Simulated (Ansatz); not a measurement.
**A constructed model of the (0001) surface of wurtzite GaN, Ga-terminated, 2x2 Ga adatom at T4 (bottom of the slab: 3 H on 4 bottom sites)**

The numbers are results of PBE (plane waves to 420 eV, PAW; Ansatz, a first-principles code), not measurements.

Model: 44-atom slab, 13.9 Å thick at the start with caps and adatoms (thin: gaps and levels are the slab's own), 4x4x1 mesh, Fermi-Dirac 0.025 eV, dipole correction, 8 atoms held, the rest relaxed; symmetry of the start imposed; no spin, no spin-orbit, no U. In PBE it is, or lies within 0.01 eV a 1x1 cell of, the lowest of the 3 structures of its composition computed so far; subsurface sites and larger cells were not tried.

```json
{
 "gap_of_the_slab_on_its_k_mesh": "0.29 eV",
 "highest_filled_level_below_the_top_vacuum_level": "4.62 eV",
 "energy_released_by_relaxation": "1.00 eV",
 "cost": "very roughly 20 core-minutes"
}
```
